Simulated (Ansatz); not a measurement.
**How far PBE and PBEsol part for CoPtO2, Pt vacancy**

The parent structure is a 12-atom supercell of CoPtO2 (space group R-3m, No. 166; a = 2.8537 Å, c = 17.9041 Å (hexagonal axes); non-magnetic) at its relaxed geometry.

(Cell as relaxed with PBE.)

Levels (all Ansatz, a quantum-chemistry and plane-wave program, PAW): PBE (420 eV, no SOC); PBEsol (420 eV, no spin-orbit coupling).

Each level relaxes its own structure.

The change: one Pt atom is removed, atoms relaxed at fixed cell, starting from a slightly rattled geometry.

| quantity | PBE | PBEsol |
|---|---|---|
| largest displacement of a host atom from its site in the perfect cell | 0.07 Å | ___ |
| pressure | -2.8 GPa | ___ |

Question: What does PBEsol give?

Answer: 
- largest displacement of a host atom from its site in the perfect cell, PBEsol: 0.06 Å
- pressure, PBEsol: -3.5 GPa

PBE's pressure lies 0.7 GPa above PBEsol's. Neither level is exact; PBEsol is the comparison here, not a measurement.

In so small a cell the defect repeats every few ångströms: this is an ordered compound, not a dilute defect. Seeded moments were not kept for the base. No Hubbard U is applied and the magnetic state is the run's own (Co3Pt2O6 magnetic; CoPtO2 not spin-polarised; CoPtO2 non-magnetic); small cells can't hold the antiferromagnetic order that many such compounds have, so gaps and moments can be off. Spin-polarised in the final run: PBE Pt vacancy and PBEsol Pt vacancy; the other runs are not. An odd electron count without spin: CoPtO2.
